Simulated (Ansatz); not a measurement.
InSe (P6₃/mmc, No. 194, 8 atoms in the cell; start mp-20485; a measured phase of this formula has another space group), treated with r²SCAN0 (PAW; Ansatz, a quantum-chemistry and plane-wave program).

Settings: plane-wave cutoff 520 eV, 6×6×2 k mesh (along the axes of the cell as run), Fermi–Dirac smearing 0.01 eV, scalar-relativistic PAW data made under PBE.

Cell (relaxed with PBEsol):

```cif
data_In4Se4
_chemical_formula_sum 'In4 Se4'
_space_group_name_H-M_alt 'P63/mmc'
_space_group_IT_number 194
_space_group_name_Hall '-P 6c 2c'
_cell_length_a 4.00585
_cell_length_b 4.00585
_cell_length_c 16.99700
_cell_angle_alpha 90.000
_cell_angle_beta 90.000
_cell_angle_gamma 120.000
loop_
_atom_site_label
_atom_site_type_symbol
_atom_site_symmetry_multiplicity
_atom_site_Wyckoff_symbol
_atom_site_fract_x
_atom_site_fract_y
_atom_site_fract_z
_atom_site_occupancy
In1 In 4 f 0.33333 0.66667 0.16831 1
Se1 Se 4 f 0.66667 0.33333 0.09306 1
```

Question: What does this level give for the band gap?

Answer: 
band gap: 2.14 eV (on the SCF k mesh)

Note: cell and atoms aren't relaxed at this level (largest force component 0.28 eV/Å); the cell has widely spaced layers and the level no dispersion term, so their spacing and the moduli can rest on weak binding.

Spin–orbit coupling is not included.

The computed numbers hold no vibrational or temperature effects.

It cost very roughly 5 core-minutes of CPU time.

A start named mp-… is a Materials Project structure, which need not be a measured phase.
